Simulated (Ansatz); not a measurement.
Zinc-blende KBr (model structure), treated with LDA (PAW; Ansatz, a first-principles code).

Settings: plane-wave cutoff 500 eV, 8×8×8 k mesh, gaussian smearing 0.02 eV, scalar-relativistic PAW data made under PBE.

Cell (relaxed at this level):

```yaml
crystal:
  lattice:
    - [0.00000, 3.56246, 3.56246]
    - [3.56246, 0.00000, 3.56246]
    - [3.56246, 3.56246, 0.00000]
  atoms:
    - { symbol: K, position: [0.00000, 0.00000, 0.00000] }
    - { symbol: Br, position: [0.25000, 0.25000, 0.25000] }
```

Q: Estimate the band gap that the calculation returns.

A: 
- band gap = 4.13 eV (on the SCF k mesh)

Note: the relaxation could raise the start's symmetry but not lower it, so the cell can be a saddle point.

Spin–orbit coupling is not included.

The computed numbers hold no vibrational or temperature effects.

A model structure was made by putting elements into a prototype or built by hand; it is no filed structure, need not be a known phase, and can be a saddle point held by its symmetry.
